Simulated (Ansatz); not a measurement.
Convergence study of the plane-wave cutoff for Sr₄Bi₂O (I4mm, 7 atoms in the cell)

```
CELL_PARAMETERS angstrom
     -2.50747     2.50747     8.79961
      2.50747    -2.50747     8.79961
      2.50747     2.50747    -8.79961
ATOMIC_POSITIONS crystal
  Sr 0.83781 0.83781 0.00000
  Sr 0.17023 0.17023 0.00000
  Sr 0.99808 0.49808 0.50000
  Sr 0.49808 0.99808 0.50000
  Bi 0.63778 0.63778 0.00000
  Bi 0.36026 0.36026 0.00000
  O  0.99020 0.99020 0.00000
```

Method of the run: PBEsol, default PAW files made with PBE (plane waves; Ansatz, a quantum-chemistry and plane-wave program).

Base settings: basis.ecutwfc = 420 eV; kpoints.mp_grid.grid = 3 3 3; hamiltonian.xc = pbesol; hamiltonian.pseudopotentials = {kind: paw} (the program's default PAW files); scf.occupations.method = fermi_dirac; scf.occupations.width = 0.02 eV.

The second cell is the first with its lattice scaled by 0.98.

The mesh stays at the base's, so the ladder's end is converged at best in this setting alone.

The first pressure column holds Ansatz's estimate of the finite-basis (Pulay) stress, which hides part of the cutoff error; the other is without it.

Only quantities that move along the ladder and can be compared are tabulated.

The count of work is k-points × plane waves × bands × iterations; it is no time. 

The starting cell comes from a database of computed structures (which also holds hypothetical and non-ambient phases and stackings), without a prior relaxation at this level. Its lattice was rescaled by up to half a per cent. One atom was moved a little off its site on purpose.

| basis.ecutwfc | free energy less the last step's (meV/atom) | energy of the compressed cell less the first (meV/atom) | pressure (GPa) | pressure without the Pulay estimate (GPa) | largest difference of a force vector from the last step's (eV/Å) | count of work / last |
|---|---|---|---|---|---|---|
| 145 eV | 28388.21 | -606.57 | -2.82 | -508.95 | 0.709 | 0.061 |
| 170 eV | 11266.45 | -121.48 | -0.61 | -240.11 | 0.149 | 0.069 |
| 190 eV | 5439.54 | -50.83 | -1.56 | -128.70 | 0.318 | 0.084 |
| 210 eV | 2632.87 | -15.51 | -1.05 | -68.65 | 0.162 | 0.094 |
| 230 eV | 1260.36 | -4.05 | -0.63 | -36.41 | 0.040 | 0.11 |
| 250 eV | 598.57 | 13.44 | -0.62 | -19.40 | 0.062 | 0.12 |
| 295 eV | 113.69 | 1.32 | -1.05 | -5.23 | 0.021 | 0.16 |
| 335 eV | 26.70 | 2.22 | -1.08 | -2.14 | 0.002 | 0.19 |
| 380 eV | 5.71 | 2.14 | -1.05 | -1.29 | 0.001 | 0.23 |
| 420 eV | 1.57 | 2.30 | -1.05 | -1.11 | 0.000 | 0.23 |
| 460 eV | 0.53 | 2.30 | -1.05 | -1.06 | 0.000 | 0.27 |
| 505 eV | 0.29 | 2.29 | -1.05 | -1.05 | 0.000 | 0.35 |
| 565 eV | 0.23 | 2.29 | -1.05 | -1.05 | 0.000 | 0.42 |
| 630 eV | 0.17 | 2.28 | -1.05 | -1.05 | 0.000 | 0.50 |
| 735 eV | 0.14 | 2.28 | -1.05 | -1.05 | 0.000 | 0.62 |
| 840 eV | 0.08 | 2.28 | -1.05 | -1.05 | 0.000 | 0.66 |
| 1010 eV | 0.00 | 2.28 | -1.05 | -1.05 | 0.000 | 1.0 |

Coarsest basis.ecutwfc that holds the pressure without the Pulay estimate within 1 GPa of the last step, with all finer ones: 380 eV, at 0.23 of the last step's count of work; the step before is off by 1.1 GPa.

Coarsest basis.ecutwfc that holds the free energy within 5 meV/atom of the last step, with all finer ones: 420 eV, at 0.23 of the last step's count of work; the step before is off by 5.7 meV/atom.

Coarsest basis.ecutwfc that holds the energy of the compressed cell less the first within 2 meV/atom of the last step, with all finer ones: 295 eV, at 0.16 of the last step's count of work; the step before is off by 11 meV/atom.

The energy difference between the two cells stays within 1 meV/atom of the last step's from 295 eV on, the total only from 460 eV on: much of the error is common to both cells and cancels.

At the lowest cutoff the pressure without the Pulay estimate lies 508 GPa under the last step's, the usual sign of Pulay stress in an incomplete plane-wave basis.

Keys are those of Ansatz 0.2.
